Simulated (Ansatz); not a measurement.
A15 V3Si (cubic form, which distorts at low temperature) was calculated with RPBE in Ansatz (plane waves, PAW).

The input as run:

Ansatz 0.2 input:
```yaml
crystal:
  lattice:
    - [-4.732, 0.0, 0.0]
    - [0.0, -4.732, 0.0]
    - [0.0, 0.0, -4.732]
  atoms:
    - { symbol: V, position: [0.25, 0.0, 0.5] }
    - { symbol: V, position: [0.5, 0.25, 0.0] }
    - { symbol: V, position: [0.5, 0.75, 0.0] }
    - { symbol: V, position: [0.75, 0.0, 0.5] }
    - { symbol: V, position: [0.0, 0.5, 0.75] }
    - { symbol: V, position: [0.0, 0.5, 0.25] }
    - { symbol: Si, position: [0.5, 0.5, 0.5] }
    - { symbol: Si, position: [0.0, 0.0, 0.0] }
basis:
  ecutwfc: 520
  ecutrho_ratio: 4
  xc_grid: 2
kpoints:
  mp_grid: { grid: [12, 12, 12] }
hamiltonian:
  xc: rpbe
  dispersion: none
  pseudopotentials: { kind: paw }
scf:
  occupations: { method: fermi_dirac, width: 0.05 }
  convergence: { dr2_threshold: 0.0000000008 }
output:
  forces: true
  stress: true
  eigenvalues: true
```

Problem. How many irreducible k-points, plane waves at Γ does the program set up, and what pressure does the run end with?

Solution. 84 irreducible k-points, 2897 plane waves at Γ; P = 0.26 GPa, so the cell is compressed on average and its volume would grow at this level.

Output (set-up and result lines):

```
Crystal: 8 atoms, lattice volume = 105.958 Å³
Basis set: ecut = 520 eV, 2897 PW (Γ), exchange–correlation on 72×72×72 points (8 copies of the dense FFT grid, shifted against one another)
Bands: 52, of which v1, the nominal top of the filled ones, is band 43 counted from 1 (42 counted from 0)
Symmetry: 48 space group operations
Space group: Pm-3n (ITA 223), of the structure as read, at distance tolerance 4.7e-5 Å
k-points: 84 of 1728
Functional: x = rpbe, c = pbe(β = 0.06672455060314922)
SCF iter   1: F=—  HF=-18782.428705 eV  |F-HF|=—  |Δ(HF+E_count)|=         —  Δρ=5.60e-3  dr2=1.62e-2
SCF iter   2: F=—  HF=-18782.427421 eV  |F-HF|=—  |Δ(HF+E_count)|=   1.28e-3  Δρ=2.40e-3  dr2=3.69e-3
  ...
SCF iter   6: F=—  HF=-18782.426578 eV  |F-HF|=—  |Δ(HF+E_count)|=   1.79e-6  Δρ=7.64e-6  dr2=4.24e-8
SCF iter   7: F=-18782.426578 eV  HF=-18782.426578 eV  |F-HF|=2.98e-10  |Δ(HF+E_count)|=   1.84e-9  Δρ=8.67e-7  dr2=7.62e-10
SCF 1 converged in 7 iterations: F = -18782.426578 eV  dr2 = 7.62e-10
SCF converged after 7 iterations
Free energy (F): -18782.426578 eV
Internal energy: -18782.312483 eV  (E = F + TS)
E sigma→0 (E₀):  -18782.369531 eV
Fermi energy:    15.551617 eV
--- Stress (GPa, compression-positive) ---
        0.261245       0.000000       0.000000
        0.000000       0.261245       0.000000
        0.000000       0.000000       0.261245
  P = ⅓ Tr σ = 0.2612 GPa (2.612 kbar)
```

The PAW data were made under PBE.

Note: symmetry holds this phase in the static calculation, where it need not be a minimum. Note: cell and atoms aren't relaxed at this level (pressure 0.3 GPa).

Ansatz is a program for electronic structure.
